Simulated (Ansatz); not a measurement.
F on the 1x1 (0001) surface of hcp Sc, one in a 2x2 cell, energies for each (38.2 Å²). Energies are against ½ F2(g), without zero-point or thermal terms; each row is named by its start.

Method: PBE (plane waves to 420 eV, PAW; Ansatz, a first-principles code).

Model: 17-atom slab, 7.6 Å thick at the start under the adsorbate (thin: gaps and levels are the slab's own), 5x5x1 mesh, Fermi-Dirac 0.1 eV, dipole correction, 8 atoms held, the rest relaxed; each run with such symmetry as its start has; no spin, no spin-orbit, no U, no dispersion correction.

A negative adsorption energy means that the adsorbate is more stable on the surface than in its reference. Starts that drift may end in the same place. Heights count from the host atoms within 0.3 Å of the top one.

```json
[
 {"starting site": "top Sc", "E_ads (eV)": "-4.94", "height (Å)": "2.02", "nearest host atom (Å)": "Sc 1.88", "bonded to": "Sc", "Δ work function (eV)": "0.53", "lateral drift (Å)": "0.0"},
 {"starting site": "hollow Sc-Sc-Sc", "E_ads (eV)": "-5.87", "height (Å)": "1.15", "nearest host atom (Å)": "Sc 2.17", "bonded to": "3 Sc", "Δ work function (eV)": "-0.30", "lateral drift (Å)": "0.0"},
 {"starting site": "hollow Sc-Sc-Sc over Sc at depth 2.5 Å", "E_ads (eV)": "-5.76", "height (Å)": "1.07", "nearest host atom (Å)": "Sc 2.19", "bonded to": "3 Sc", "Δ work function (eV)": "-0.26", "lateral drift (Å)": "0.0"},
 {"starting site": "bridge Sc-Sc (span 3.3 Å)", "E_ads (eV)": "-5.87", "height (Å)": "1.15", "nearest host atom (Å)": "Sc 2.17", "bonded to": "3 Sc", "Δ work function (eV)": "-0.29", "lateral drift (Å)": "0.9"}
]
```
